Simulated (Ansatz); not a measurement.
A computed series for GaAs: response to strain

The parent structure is GaAs in the zinc blende structure (space group F-43m, No. 216; a = 5.659 Å). Axes: x, y, z lie along the cube axes.

Strains are applied to the cell and any free atomic positions relax; under biaxial strain the out-of-plane vector relaxes too; under stress the whole cell relaxes.

All numbers come from plane-wave PAW DFT at the PBEsol level (Ansatz, a quantum-chemistry and plane-wave program, 420 eV), scalar-relativistic without spin-orbit coupling, earlier PAW set.

Notes on the quantities. pressure: mean of the normal stresses, compression positive; energy relative to the base: free energy F.

```tsv
variant	pressure	gap character	energy relative to the base
base	0.0 GPa	direct at Γ	0 meV/atom
biaxial strain +2.57 %, plane normal [001], relaxed out of plane	-1.8 GPa	–	+10 meV/atom
biaxial strain −0.80 %, plane normal [111], relaxed out of plane	0.88 GPa	direct at Γ	+1.5 meV/atom
biaxial strain −0.13 %, plane normal [111], relaxed out of plane	0.14 GPa	direct at Γ	0.0 meV/atom
isotropic strain −4.65 %	13.74 GPa	indirect, Γ → X	+113 meV/atom
isotropic strain −1.13 %	2.56 GPa	direct at Γ	[?]
uniaxial strain ε_xx = −2.65 %	1.97 GPa	direct at Γ	[?]
uniaxial strain ε_xx = −0.48 %	[?]	direct at Γ	+0.2 meV/atom
uniaxial strain ε_zz = +5.69 %	-3.3 GPa	–	+24 meV/atom
uniaxial stress, 2 GPa tension along z	–	direct at Γ	[?]
```

Task: Some entries are withheld; estimate them.

Result: 
- isotropic strain −1.13 %, energy relative to the base: +5.9 meV/atom
- uniaxial strain ε_xx = −2.65 %, energy relative to the base: +5.6 meV/atom
- uniaxial strain ε_xx = −0.48 %, pressure: 0.34 GPa
- uniaxial stress, 2 GPa tension along z, energy relative to the base: +3.4 meV/atom

Stability under load was not tested beyond the relaxation. All final runs are without spin polarisation. k-point labels follow each cell's own Brillouin zone.
